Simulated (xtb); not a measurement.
xtb 6.7.1, GFN1-xTB: Hf(F)2(OMe)2 (C[O][Hf]([F])([F])[O]C), 13 atoms. The geometry is a generated start, not checked to be a minimum at this level.

```json
{
  "run_flags": "--grad",
  "method": "GFN1-xTB",
  "--acc": "1 (default)",
  "--etemp (K)": "300 (default)",
  "basis_functions": "46",
  "valence_electrons": "44"
}
```

```xyz
13

Hf    -0.3751     0.7792     0.0092
F     -0.2263     2.6242    -0.0846
F     -0.3335     0.2597     1.7821
O      1.1424     0.0079    -0.7079
C      2.1990     0.5126     0.0800
H      2.2847    -0.0715     1.0112
H      3.1388     0.4178    -0.4784
H      2.0333     1.5830     0.3200
O     -1.8965     0.0762    -0.7643
C     -1.9706    -1.2775    -0.3666
H     -2.2344    -1.3464     0.7033
H     -2.7541    -1.7754    -0.9502
H     -1.0077    -1.7898    -0.5539
```

Charge 0 and multiplicity 1 are set for this test and not shown to be the ground state.

One run each on 1 thread. Values of broydamp tried: 0.02, 0.05, 0.1, 0.2, 0.4 (default), 0.6, 0.8, 1.

Which value of broydamp needs the fewest SCC iterations, and what happens away from it?

Fewest SCC iterations, within one of each other: 0.4 (default) with 11, 0.6 with 12. The count rises to 30 at 0.02. All converge to one solution.

```json
[
 {"broydamp": "0.02", "SCC iterations": "30", "end": "same solution"},
 {"broydamp": "0.05", "SCC iterations": "19", "end": "same solution"},
 {"broydamp": "0.1", "SCC iterations": "15", "end": "same solution"},
 {"broydamp": "0.2", "SCC iterations": "14", "end": "same solution"},
 {"broydamp": "0.4 (default)", "SCC iterations": "11", "end": "same solution"},
 {"broydamp": "0.6", "SCC iterations": "12", "end": "same solution"},
 {"broydamp": "0.8", "SCC iterations": "15", "end": "same solution"},
 {"broydamp": "1", "SCC iterations": "16", "end": "same solution"}
]
```
